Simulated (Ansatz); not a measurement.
## Zr: uniaxial strain ε_xx = −0.25 %

Base system: Zr in the hcp (Mg type) structure (space group P6_3/mmc, No. 194; a = 3.244 Å, c = 5.158 Å; relaxed with 0.1 eV smearing). Axes: x lies along a and z along c of the hexagonal cell.

Perturbation: the cell is compressed by 0.25 % along x with no lateral relaxation; the atoms relax in the strained cell.

Method: Ansatz (a program for electronic structure) r2SCAN, spin-orbit coupling left out, earlier PAW set. k-mesh 20×20×11 (Γ-centred); smearing 0.1 eV (Fermi–Dirac).

- Volume per atom = 23.45 Å³ (base 23.51 Å³)
- Space group = Cmcm (No. 63) (base P6_3/mmc (No. 194))
- Shortest interatomic distance = 3.184 Å (base 3.188 Å)
- Energy relative to the base (free energy F) = +0.1 meV/atom
- Pressure (mean of the normal stresses, compression positive) = 0.2 GPa (base 0.0 GPa)
- Band gap = zero (base zero)
- Stress (xx, yy, zz, yz, xz, xy; compression positive) = (0.4, 0.2, 0.2, 0.0, 0.0, 0.0) GPa

Final structure:

```yaml
crystal:
  lattice:
    - [3.23624, 0.00000, 0.00000]
    - [-1.61812, 2.80969, 0.00000]
    - [0.00000, 0.00000, 5.15838]
  atoms:
    - { symbol: Zr, position: [0.33383, 0.66766, 0.75000] }
    - { symbol: Zr, position: [0.66617, 0.33234, 0.25000] }
```

No phonon test of stability was made. All final runs are without spin polarisation.
